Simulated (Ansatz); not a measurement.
We consider CsCl-type PrAg, described by r²SCAN+rVV10 (Ansatz, a first-principles code, PAW).

Numerical settings: plane-wave cutoff 560 eV, 14×14×14 k mesh, Fermi–Dirac smearing 0.05 eV, spin-polarised with parallel moments, scalar-relativistic PAW data made under PBE.

Computed at the level's own relaxed cell.

Task: What does this level give for the lattice parameter a?

Result: 
- lattice parameter a = 3.765 Å

Note: the magnetic order was assumed, not searched for or taken from measurement; the 4f shell is treated without U or exact exchange, so its levels and filling can be wrong.

Spin–orbit coupling is not included.

Static lattice: no zero-point or thermal effects.
